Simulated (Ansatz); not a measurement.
Hypothetical zinc blende CsBr: pressure series

Take CsBr in the zinc blende structure (space group F-43m, No. 216; a = 8.193 Å; a hypothetical phase, not in the database extracts checked) as the base.

Cell and atoms are relaxed at each pressure.

All numbers come from PBE in Ansatz (plane waves to 420 eV, PAW, no spin-orbit coupling).

Notes on the quantities. enthalpy: H = E + PV relative to the base's energy.

```csv
variant,lattice parameter a,enthalpy,smallest direct gap
base,15.483 bohr,–,4.15 eV
pressure −1 GPa,17.083 bohr,-0.48 eV/atom,3.63 eV
pressure 1.8 GPa,14.623 bohr,+0.70 eV/atom,4.50 eV
pressure 4.2 GPa,14.024 bohr,+1.51 eV/atom,4.77 eV
pressure 9 GPa,13.336 bohr,+2.92 eV/atom,5.13 eV
pressure 18 GPa,12.618 bohr,+5.18 eV/atom,5.25 eV
pressure 30 GPa,12.040 bohr,+7.77 eV/atom,4.85 eV
pressure 45 GPa,[?],+10.61 eV/atom,[?]
pressure 60 GPa,11.206 bohr,+13.16 eV/atom,4.06 eV
```

Task: Some entries are withheld; estimate them.

Result: 
- pressure 45 GPa, lattice parameter a: 11.559 bohr
- pressure 45 GPa, smallest direct gap: 4.43 eV

Load acts through the strain it causes; cell and atoms are relaxed under it. Stability against distortions was not tested. No other phases were tried under pressure.

Ansatz is a first-principles code.
